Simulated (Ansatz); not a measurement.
The reference is Ag in the fcc (Cu type) structure (space group Fm-3m, No. 225; a = 4.148 Å; relaxed with 0.1 eV smearing). Axes: x, y, z lie along the cube axes.

All numbers come from plane-wave PAW DFT at the PBE level (Ansatz, an electronic-structure program, 420 eV), no spin-orbit coupling.

It is then changed as follows: the cell is scaled by 0.9850 in all directions; the atoms relax in the strained cell.

Problem. Predict the stress tensor and what it implies for the stiffness.

Solution. Stress of the strained cell less that of the base (GPa, compression positive):
```
    4.7     0.0     0.0
    0.0     4.7     0.0
    0.0     0.0     4.7
```

Then B = −ΔP/(ΔV/V₀) with ΔV/V₀ = -0.0443 gives secant stiffness values (nonlinear terms included at this strain): B ≈ 106 GPa.

As a check, the harmonic strain energy −½ V₀ Δσ:ε is 12 meV/atom; the computed energy rise is 11 meV/atom.

No phonon test of stability was made.
